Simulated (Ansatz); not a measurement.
CaTiO₃ (Pnma, No. 62), treated with PBEsol in Ansatz (plane waves, PAW).

Settings: plane-wave cutoff 500 eV, 8×6×8 k mesh (along the axes of the cell as run), gaussian smearing 0.02 eV, no spin polarisation, scalar-relativistic PAW data made under PBE.

Computed at the level's own relaxed cell.

**Question.** Predict the volume per atom and band gap.

**Answer.** 
volume per atom: 11.01 Å³/atom
band gap: 2.43 eV (on the SCF k mesh)

Note: the relaxation could not lower the start's symmetry, so the cell can be a saddle point above a distorted one.

The computed numbers hold no vibrational or temperature effects.

Ansatz is a program for electronic structure.
